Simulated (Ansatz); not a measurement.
Ansatz (a first-principles code) run on a (110) slab of LaP (cut from a parent of space group no. 225; 8 atoms in the cell): self-consistent single point.

Method of the run: LDA (PW92), default PAW files made with PBE (plane waves; Ansatz).

The change in words: vacuum of 4 angstrom (first run: 14 Å). Reference geometry:
```xyz
8
Lattice="6.0483 0.0000 0.0000 0.0000 4.2768 0.0000 0.0000 0.0000 20.4152" Properties=species:S:1:pos:R:3 pbc="T T T"
La     0.0000     1.0692     9.1384
La     3.0242     3.2076     7.0000
La     0.0000     1.0692    13.4152
La     3.0242     3.2076    11.2768
P      0.0000     3.2076     7.0000
P      3.0242     1.0692     9.1384
P      0.0000     3.2076    11.2768
P      3.0242     1.0692    13.4152
```

Reference input (self-consistent single point, DFT, LDA (PW92), plane waves, default PAW files made with PBE): basis.ecutwfc = 420 eV; kpoints.mp_grid.grid = 5 7 1; hamiltonian.xc = lda; hamiltonian.pseudopotentials = {kind: paw} (the program's default PAW files); scf.occupations.method = fermi_dirac; scf.occupations.width = 0.1 eV. This run's input differs from it in these lines:

Ansatz 0.2 input:
```diff
@@ -5,12 +5,12 @@
     - [0.00000000, 4.27679400, 0.00000000]
-    - [0.00000000, 0.00000000, 20.41518500]
+    - [0.00000000, 0.00000000, 10.41518600]
   atoms:
-    - { symbol: La, position: [0.00000000, 0.25000000, 0.44762700] }
-    - { symbol: La, position: [0.50000000, 0.75000000, 0.34288200] }
-    - { symbol: La, position: [0.00000000, 0.25000000, 0.65711800] }
-    - { symbol: La, position: [0.50000000, 0.75000000, 0.55237300] }
-    - { symbol: P, position: [0.00000000, 0.75000000, 0.34288200] }
-    - { symbol: P, position: [0.50000000, 0.25000000, 0.44762700] }
-    - { symbol: P, position: [0.00000000, 0.75000000, 0.55237300] }
-    - { symbol: P, position: [0.50000000, 0.25000000, 0.65711800] }
+    - { symbol: La, position: [0.00000000, 0.25000000, 0.39734200] }
+    - { symbol: La, position: [0.50000000, 0.75000000, 0.19202700] }
+    - { symbol: La, position: [0.00000000, 0.25000000, 0.80797300] }
+    - { symbol: La, position: [0.50000000, 0.75000000, 0.60265800] }
+    - { symbol: P, position: [0.00000000, 0.75000000, 0.19202700] }
+    - { symbol: P, position: [0.50000000, 0.25000000, 0.39734200] }
+    - { symbol: P, position: [0.00000000, 0.75000000, 0.60265800] }
+    - { symbol: P, position: [0.50000000, 0.25000000, 0.80797300] }
 basis:
```

Output (repeated stretches shortened):

```
SCF iter   1: F=—  HF=-27217.073440 eV  |F-HF|=—  |Δ(HF+E_count)|=         —  Δρ=5.20e-3  dr2=2.15e-1  ethr=1.77e-3  ⟨swp⟩=7.2  Hψ=2443  notcnv=0
all-band conjugate gradients solve this SCF's bands
preconditioner: auto → Resta (q_TF=auto, 2.147 Å⁻¹)
SCF iter   2: F=—  HF=-27217.042664 eV  |F-HF|=—  |Δ(HF+E_count)|=   3.08e-2  Δρ=2.38e-3  dr2=3.12e-2  ethr=3.36e-4  ⟨swp⟩=5.9  Hψ=1114  notcnv=0  defer=11
   [... lines left out ...]
SCF iter   5: F=—  HF=-27217.038451 eV  |F-HF|=—  |Δ(HF+E_count)|=   7.68e-5  Δρ=1.01e-4  dr2=5.90e-5  ethr=1.41e-6  ⟨swp⟩=2.0  Hψ=630  notcnv=0
SCF iter   6: F=—  HF=-27217.038462 eV  |F-HF|=—  |Δ(HF+E_count)|=   1.16e-5  Δρ=4.22e-5  dr2=7.84e-6  ethr=9.22e-8  ⟨swp⟩=2.6  Hψ=872  notcnv=0
SCF iter   7: F=—  HF=-27217.038464 eV  |F-HF|=—  |Δ(HF+E_count)|=   1.78e-6  Δρ=1.42e-5  dr2=1.08e-6  ethr=1.23e-8  ⟨swp⟩=2.2  Hψ=679  notcnv=0
SCF iter   8: F=-27217.038464 eV  HF=-27217.038464 eV  |F-HF|=4.75e-9  |Δ(HF+E_count)|=   1.87e-7  Δρ=3.00e-6  dr2=4.01e-8  ethr=1.56e-10  ⟨swp⟩=12.8  Hψ=3039  notcnv=0
SCF 1 converged in 8 iterations: F = -27217.038464 eV  dr2 = 4.01e-8
Free energy (F): -27217.038464 eV
Internal energy: -27216.981392 eV  (E = F + TS)
E sigma→0 (E₀):  -27217.009928 eV
Entropy (-TS):   -0.057072 eV (-7.134 meV/atom)
Fermi energy:    6.823699 eV
--- Forces (eV/Å), atoms counted from 1 ---
  atom   1  La     0.00000000     0.00000000    -0.63269668
  atom   2  La     0.00000000     0.00000000     0.42708262
  atom   3  La     0.00000000     0.00000000    -0.42708262
  atom   4  La     0.00000000     0.00000000     0.63269668
  atom   5  P      0.00000000     0.00000000     0.22595278
  atom   6  P      0.00000000     0.00000000    -0.81150218
  atom   7  P      0.00000000     0.00000000     0.81150218
  atom   8  P      0.00000000     0.00000000    -0.22595278
--- Stress (GPa, compression-positive) ---
       -7.577261       0.000000       0.000000
        0.000000      -3.453782       0.000000
        0.000000       0.000000      -7.904353
  P = ⅓ Tr σ = -6.3118 GPa (-63.118 kbar)
  The stress holds the Pulay correction. Without it, at fixed plane waves, as pw.x and ABINIT print it: P = -6.3268 GPa
```

The run converged in 8 iterations. Against the reference run the free energy falls by 141 meV/atom and the largest force goes from 1.334 to 0.812 eV/Å.

The starting cell comes from a database of computed structures (which also holds hypothetical and non-ambient phases and stackings), without a prior relaxation at this level. The slab is cut from that crystal, and its faces are unrelaxed. Its lattice was rescaled by up to half a per cent. Spin polarisation is off, though cut faces can carry moments; the slab shows no gap.
